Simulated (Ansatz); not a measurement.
## GeSe under a change: Ge → Sn

Start from GeSe in the GeS type structure (space group Pnma, No. 62; a = 10.962 Å, b = 3.876 Å, c = 4.431 Å; layered, stacked along the Cartesian x axis).

Now apply this change: Sn takes the place of Ge on all its sites; the structure is relaxed again.

Method: Ansatz (a program for electronic structure), PBE-D3(BJ), PAW, cutoff 420 eV, spin-orbit coupling left out, earlier PAW set. Settings: 3×8×8 k-points, 0.05 eV Fermi–Dirac smearing, for the changed cell.

```json
[
 {"quantity": "shortest interatomic distance", "base": "2.584 Å", "changed": "2.766 Å", "shift": "+0.182 Å"},
 {"quantity": "band gap (an upper bound: an edge found on the path is not a true extremum; the changed cell)", "base": "0.73 eV", "changed": "0.46 eV", "shift": "-0.27 eV"}
]
```

Cost of the whole job for the changed cell (relaxation, final SCF and bands): about 12 core-minutes (a rough figure).

No phonon test of stability was made. The program warned that a D3 coordination switch lies within reach, so dispersion energies are less smooth here.
